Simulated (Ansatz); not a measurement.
**Several settings converged on the (111) slab of Pt (cut from a parent of space group no. 225; 5 atoms in the cell)**

```yaml
crystal:
  lattice:
    - [2.76354, 0.00000, 0.00000]
    - [1.38177, 2.39330, 0.00000]
    - [0.00000, 0.00000, 23.02571]
  atoms:
    - { symbol: Pt, position: [0.33333, 0.33333, 0.30401] }
    - { symbol: Pt, position: [0.66667, 0.66667, 0.40200] }
    - { symbol: Pt, position: [0.00000, 0.00000, 0.50000] }
    - { symbol: Pt, position: [0.33333, 0.33333, 0.59800] }
    - { symbol: Pt, position: [0.66667, 0.66667, 0.69599] }
```

Base method: PBEsol, default PAW files made with PBE (plane waves; Ansatz, an electronic-structure program).

Base settings: basis.ecutwfc = 420 eV; kpoints.mp_grid.grid = 12 12 1; hamiltonian.xc = pbesol; hamiltonian.pseudopotentials = {kind: paw} (the program's default PAW files); scf.occupations.method = gaussian; scf.occupations.width = 0.1 eV.

The count of work is k-points × plane waves × bands × iterations; it is no time. 

**The k-point mesh**

Only quantities that move along the ladder and can be compared are tabulated.

```tsv
kpoints.mp_grid.grid	free energy less the last step's (meV/atom)	largest difference of a force vector from the last step's (eV/Å)	count of work / last
3 3 1	379.28	1.430	0.035
4 4 1	-110.53	0.545	0.043
5 5 1	143.72	0.176	0.042
6 6 1	-32.85	0.121	0.058
7 7 1	7.25	0.124	0.067
9 9 1	-8.61	0.048	0.10
10 10 1	1.39	0.055	0.13
12 12 1	-4.78	0.012	0.16
14 14 1	-0.79	0.035	0.20
16 16 1	2.40	0.007	0.25
19 19 1	0.54	0.006	0.33
22 22 1	-0.27	0.010	0.43
26 26 1	-0.30	0.009	0.58
30 30 1	-0.11	0.005	0.76
35 35 1	0.00	0.000	1.0
```

Coarsest kpoints.mp_grid.grid that holds the forces within 0.02 eV/Å of the last step, with all finer ones: 16 16 1, at 0.25 of the last step's count of work; the step before is off by 0.035 eV/Å.

Coarsest kpoints.mp_grid.grid that holds the free energy within 1 meV/atom of the last step, with all finer ones: 19 19 1, at 0.33 of the last step's count of work; the step before is off by 2.4 meV/atom.

**The depth of the slab**

On a (111) slab of Pt (cut from a parent of space group no. 225; 1 atoms in the cell), and deeper slabs.

Surface energy = (E_slab − N e_bulk)/2A, with e_bulk from the bulk crystal on its finest mesh (624 k-points); errors per atom of slab and bulk, whose meshes differ, grow with N.

The mesh stays at the base's, so the ladder's end is converged at best in this setting alone.

Only quantities that move along the ladder and can be compared are tabulated.

| atoms | unrelaxed surface energy (J/m²) | count of work / last |
|---|---|---|
| 1 | 1.745 | 0.023 |
| 2 | 1.874 | 0.039 |
| 3 | 1.874 | 0.099 |
| 4 | 1.766 | 0.13 |
| 5 | 1.821 | 0.22 |
| 6 | 1.789 | 0.30 |
| 7 | 1.808 | 0.41 |
| 8 | 1.797 | 0.51 |
| 10 | 1.804 | 0.73 |
| 12 | 1.801 | 1.0 |

Smallest size that holds the unrelaxed surface energy within 0.05 J/m² of the last step, with all finer ones: 4, at 0.13 of the last step's count of work; the step before is off by 0.073 J/m².

On the base run: the starting cell has typed, rounded lattice constants, without a prior relaxation at this level. The slab is cut from that crystal, and its faces are unrelaxed. Its lattice was rescaled by up to half a per cent. Spin polarisation is off.

Keys are those of Ansatz 0.2.
